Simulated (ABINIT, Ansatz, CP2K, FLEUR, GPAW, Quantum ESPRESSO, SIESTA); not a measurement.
## ZrTiNi2 (Amm2, 4 atoms in the cell) computed with different codes at matched settings

Self-consistent single point.

```
CELL_PARAMETERS angstrom
      4.10030     0.00000     0.00000
      0.00000     1.56349     4.86712
      0.00000    -1.56349     4.86712
ATOMIC_POSITIONS crystal
  Zr 0.50000 0.14441 0.14441
  Ti 0.00000 0.86202 0.86202
  Ni 0.00000 0.57909 0.57909
  Ni 0.50000 0.41447 0.41447
```

All programs got the same cell, k-point mesh and kind of occupations (in Ansatz's words: kpoints.mp_grid.grid = 6 8 8; scf.occupations.method = gaussian; scf.occupations.width = 0.1 eV); potentials, basis and cutoffs are each program's usual ones.

```tsv
code	model	pressure (GPa)	largest force (eV/Å)	k-points	cutoff
ABINIT	PBEsol, norm-conserving pseudopotentials (PseudoDojo nc-sr-04 PBEsol standard)	-7.87	0.232	84	49 Ha
GPAW	PBEsol, GPAW PAW datasets PBEsol (made by gpaw-setup)	-7.53	0.202	84	850 eV
CP2K	PBEsol, GPW, DZVP-MOLOPT-SR-GTH basis, GTH-PBE potentials (GTH_POTENTIALS)	-7.75	0.220	196	grid 600 Ry
SIESTA	GGA PBEsol, numerical atomic orbitals TZP, PseudoDojo PBEsol standard norm-conserving potentials (rewritten from UPF to PSML)	-11.87	0.255	223	grid 400 Ry
Quantum ESPRESSO	PBEsol, SSSP 1.1.2 efficiency (PBE) pseudopotentials	-8.02	0.228	84	50 Ry
Ansatz	PBEsol, PAW files made with PBE	-7.92	0.227	84	default
FLEUR	PBEsol, all-electron FLAPW (FLEUR), scalar-relativistic valence	–	0.207	84	Kmax 4.5 1/bohr
```

Size of the force on each atom (eV/Å): Sizes of forces hide their directions.

| code | Zr1 | Ti2 | Ni3 | Ni4 |
|---|---|---|---|---|
| ABINIT | 0.192 | 0.232 | 0.103 | 0.063 |
| GPAW | 0.187 | 0.202 | 0.069 | 0.053 |
| CP2K | 0.190 | 0.220 | 0.066 | 0.041 |
| SIESTA | 0.005 | 0.255 | 0.239 | 0.002 |
| Quantum ESPRESSO | 0.192 | 0.228 | 0.100 | 0.064 |
| Ansatz | 0.191 | 0.227 | 0.100 | 0.064 |
| FLEUR | 0.178 | 0.207 | 0.105 | 0.076 |

A dash marks a value that a program does not give, or that is left out as unsure.

The spread over the programs that give each value: pressure within 4.34 GPa; largest force within 0.053 eV/Å.

The starting cell comes from a database of computed structures (which also holds hypothetical and non-ambient phases and stackings), without a prior relaxation at this level. Its lattice was rescaled by a random factor within 2.5 % of one. On Ansatz's run: Spin polarisation is off. In the base run, with a pressure of about -8 GPa the cell is away from its equilibrium volume at this level.

Question: Why do the programs differ, and what cannot be compared?

Answer: Differences of this kind can come from the potentials, where these differ, and from what each basis and cutoff leave unconverged. The valence holds different numbers of electrons (ABINIT 60, GPAW 56, CP2K 60, SIESTA 60, Quantum ESPRESSO 60, Ansatz (an electronic-structure program) 60, FLEUR 56). The zero of total energies and Fermi levels follows the potentials and each program's conventions, so they are not compared here. CP2K and SIESTA use small atom-centred bases, whose incompleteness enters pressures, forces and empty levels differently from a plane-wave cutoff. FLEUR treats all electrons, but the usual bases taken here (sphere radii, linearisation, local orbitals, empty states) were not tested for convergence, so the values are no reference for the others. Ansatz's pressure is given at a fixed set of plane waves, as the other plane-wave codes print theirs; with its correction for the finite basis it is -7.89 GPa. The programs reduce the same mesh by symmetry to different extents, which changes the work and not the result. In the pressure, SIESTA (by 3.97) lies more than 1 GPa from the median of the plane-wave programs. In the force vectors, SIESTA (by 0.187) lies more than 0.08 eV/Å from the median of the plane-wave programs.

Left out of this page: Elk (not drawn, or without a comparable value).

Keys are those of Ansatz 0.2.
